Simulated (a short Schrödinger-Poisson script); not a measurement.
MOS inversion layer, SiO2 on p-type Si(110)

Structure: MOS inversion layer, SiO2 on p-type Si(110), at 300 K.

| layer | material | thickness (nm) | Na (cm⁻³) |
|---|---|---|---|
| 1 | SiO2 | 0.9 | - |
| 2 | Si | 290 | 2.2e18 |

The device is made up for the run: typed textbook-type constants, with dimensions and the other settings drawn at random. SiO2: permittivity 3.9, conduction-band edge (eV) 3.15, gap (eV) 9, electron mass (mₑ) 0.5. Si: permittivity 11.7, conduction-band edge (eV) 0, gap (eV) 1.124, Nv at 300 K (cm⁻³) 3.1e19.

Channel valleys (confinement mass, in-plane density-of-states mass, number): Δ4 0.315, 0.324, 4; Δ2 0.19, 0.417, 2. At the gate the conduction-band edge of layer 1 lies 3.59 eV − eVg above the Fermi level of the channel; the field vanishes at the back. Gaps are held at their typed values at every temperature. Mesh 0.03 nm at interfaces.

From a short Schrödinger-Poisson script (our own, NumPy): 1D Poisson equation in equilibrium, electrons quantum, Hartree (BenDaniel-Duke, 12 states a valley, the channel's in-plane mass for all, wave functions free to enter the dielectric), parabolic valleys, classical holes, full ionisation, no traps, pinning or gate leakage.

```csv
Vg (V),electrons (cm⁻²),C (μF/cm²),Δ4 E0 (meV),Δ4 E1 (meV),Δ2 E0 (meV),Δ2 E1 (meV)
0.4,1.73e6,0.427,417.1,554.7,441.5,602.0
0.45,8.45e6,0.416,376.0,516.7,400.8,565.0
0.5,4.18e7,0.407,334.6,478.3,359.8,527.7
0.55,2.08e8,0.399,293.0,439.5,318.6,490.0
0.6,1.05e9,0.394,251.2,400.5,277.1,451.9
0.65,5.26e9,0.405,209.3,361.4,235.7,413.7
0.7,2.58e10,0.485,168.1,322.8,194.8,376.0
0.75,1.12e11,0.786,129.9,287.2,157.0,341.3
0.8,3.61e11,1.33,99.5,259.4,127.0,314.1
0.85,8.05e11,1.80,78.4,241.0,106.4,296.2
0.9,1.39e12,2.10,63.9,229.2,92.3,284.8
0.95,2.06e12,2.28,53.2,221.3,82.1,277.1
1,2.78e12,2.40,44.8,215.6,74.2,271.7
1.05,3.53e12,2.49,38.0,211.4,67.9,267.7
1.1,4.32e12,2.56,32.1,208.3,62.6,264.7
1.15,5.13e12,2.62,27.1,205.8,58.0,262.4
1.2,5.95e12,2.66,22.5,203.9,53.9,260.6
1.25,6.79e12,2.70,18.5,202.4,50.3,259.2
1.3,7.63e12,2.73,14.7,201.2,47.0,258.1
1.35,8.49e12,2.76,11.3,200.2,44.0,257.2
```

Gate voltages with under 1e6 electrons/cm² are left out.

Subbands count from the Fermi level.
